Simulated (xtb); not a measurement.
xtb 6.7.1, GFN1-xTB: CC1(C)c2ccccc2-c2ccc(-c3ccc4c(c3)oc3ccccc34)cc21, 48 atoms. The geometry is a generated start, not checked to be a minimum at this level.

```yaml
run_flags: --grad
method: GFN1-xTB
"--acc": 1 (default)
"--etemp (K)": 300 (default)
basis_functions: 152
valence_electrons: 134
```

One run each on 1 thread. Values of broydamp tried: 0.02, 0.05, 0.1, 0.2, 0.4 (default), 0.6, 0.8, 1.

### Question
Predict the course of the SCC iterations along this series.

### Answer
Fewest SCC iterations, within one of each other: 0.2 with 12, 0.4 (default) with 11, 0.6 with 11, 0.8 with 12. The count rises to 17 at 0.02. All converge to one solution.

```tsv
broydamp	SCC iterations	end
0.02	17	same solution
0.05	16	same solution
0.1	13	same solution
0.2	12	same solution
0.4 (default)	11	same solution
0.6	11	same solution
0.8	12	same solution
1	13	same solution
```
